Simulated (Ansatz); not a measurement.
Given:

```yaml
crystal:
  lattice:
    - [0.00000, 3.33256, 3.33256]
    - [3.33256, 0.00000, 3.33256]
    - [3.33256, 3.33256, 0.00000]
  atoms:
    - { symbol: Sn, position: [0.00000, 0.00000, 0.00000] }
    - { symbol: Sn, position: [0.25000, 0.25000, 0.25000] }
```

Calculation: PBEsol, rigid bands (plane waves, PAW, scalar-relativistic; Ansatz, a quantum-chemistry and plane-wave program). Condition of this run: hydrostatic pressure -2 GPa (the target of the relaxation). Geometry: cell and atoms relaxed with PBEsol, then loaded as said.

Task: Is this a good metal at this level?

Result: No. No gap is resolved, and few carriers conduct, as in a semimetal or a zero-gap semiconductor. N(E_F) = 0.190 states/eV a cell at 300 K and the Drude plasma energy along the best axis is 1.49 eV, several times under that of a simple or noble metal.

Spin-orbit coupling is left out; it can open or close a small gap.
